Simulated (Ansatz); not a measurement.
The starting structures come from a database of crystals and need not be the phases stable at ambient conditions.

```yaml
crystal:
  lattice:
    - [4.20360, 0.00000, 0.00000]
    - [0.00000, 4.20360, 0.00000]
    - [2.10180, -2.10180, 2.97240]
  atoms:
    - { symbol: Mg, position: [0.00000, 0.00000, 0.00000] }
    - { symbol: Te, position: [0.50000, 0.50000, 0.00000] }
```

Space group of this cell: Fm-3m, rock salt. The cell is taken as given; by PBEsol its mean pressure is -1.0 GPa.

The current runs along the normal of the first two printed vectors, the (001) plane. All runs by Ansatz (an electronic-structure program), plane waves and PAW, without spin-orbit coupling; the base is PBEsol.

```tsv
run	mean pressure (GPa)	gap (eV)	mid-gap κ (1/Å)
base	-1.0	0.44	0.083
all lengths scaled by 0.98	2.2	0.47	0.089
all lengths scaled by 1.02	-3.3	[?]	[?]
lda in place of pbesol	-2.4	[?]	[?]
lengths across the current scaled by 0.98, ions clamped	1.1	0.35	0.076
lengths across the current scaled by 1.02, ions clamped	-2.6	[?]	0.089
lengths along the current scaled by 0.97, ions clamped	0.6	0.29	0.105
lengths along the current scaled by 1.03, ions clamped	-2.1	0.28	0.062
```

### Question
Fill in the missing entries.

### Answer

- all lengths scaled by 1.02, gap (eV): 0.41
- all lengths scaled by 1.02, mid-gap κ (1/Å): 0.075
- lda in place of pbesol, gap (eV): 0.36
- lda in place of pbesol, mid-gap κ (1/Å): 0.073
- lengths across the current scaled by 1.02, ions clamped, gap (eV): 0.32
